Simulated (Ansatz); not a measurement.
The parent structure is Sn in the diamond structure (space group Fd-3m, No. 227; a = 6.566 Å). Axes: x, y, z lie along the cube axes.

All numbers come from r2SCAN, PAW, 500 eV (Ansatz, an electronic-structure program; no SOC).

Strains are applied to the cell and any free atomic positions relax; under biaxial strain the out-of-plane vector relaxes too.

One change was made to it. Results:

```tsv
quantity	base	after
pressure (mean of the normal stresses, compression positive)	0.0 GPa	0.3 GPa
energy relative to the base (free energy F)	0 meV/atom	+0.4 meV/atom
shortest interatomic distance	2.843 Å	2.836 Å
```

Problem. Name the change that was made.
(A) biaxial strain −0.42 %, plane normal [111], relaxed out of plane
(B) biaxial strain −2.08 %, plane normal [111], relaxed out of plane
(C) biaxial strain −2.50 %, plane normal [111], relaxed out of plane
(D) biaxial strain −1.25 %, plane normal [111], relaxed out of plane
(E) biaxial strain −1.67 %, plane normal [111], relaxed out of plane

Solution. A, biaxial strain −0.42 %, plane normal [111], relaxed out of plane. For comparison, the energy relative to the base in the other runs: biaxial strain −2.50 %, plane normal [111], relaxed out of plane gives +14 meV/atom; biaxial strain −2.08 %, plane normal [111], relaxed out of plane gives +9.6 meV/atom; biaxial strain −1.25 %, plane normal [111], relaxed out of plane gives +3.4 meV/atom; biaxial strain −1.67 %, plane normal [111], relaxed out of plane gives +6.1 meV/atom.

Whether these cells are dynamically stable was not tested.
